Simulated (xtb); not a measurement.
xtb 6.7.1, GFN1-xTB: CSc1cc2cc3sc(-c4cc5cc6sc(-c7ccc8c(c7)C(C)(C)c7ccccc7-8)cc6cc5s4)cc3cc2s1, 65 atoms. The geometry is a generated start, not checked to be a minimum at this level.

```yaml
method: GFN1-xTB
"--acc": 1 (default)
"--etemp (K)": 300 (default)
detailed input (--input): "none: ANC optimiser, Lindh (1995) Hessian, microcycle=20, maxdispl=1.0, hlow=0.01 (default)"
basis_functions: 242
valence_electrons: 198
```

The structure is relaxed from this start with --opt LEVEL for the levels crude, sloppy, loose, lax, normal, tight, vtight, extreme, once each. Up to the end of the extreme run atoms move by at most 1.4 Å along an axis.

Choose the cheapest level whose final energy lies within 20 meV of that of extreme.

sloppy: 22 cycles against 94, ending 8.5 meV above.

```csv
level,cycles,energy above the extreme run (meV),gradient norm (eV/Å)
crude,7,140,0.40
sloppy,22,8.5,0.11
loose,23,7.5,0.079
lax,31,2.2,0.046
normal,38,0.95,0.025
tight,41,0.85,0.011
vtight,72,0.062,0.0061
extreme,94,—,0.0023
```
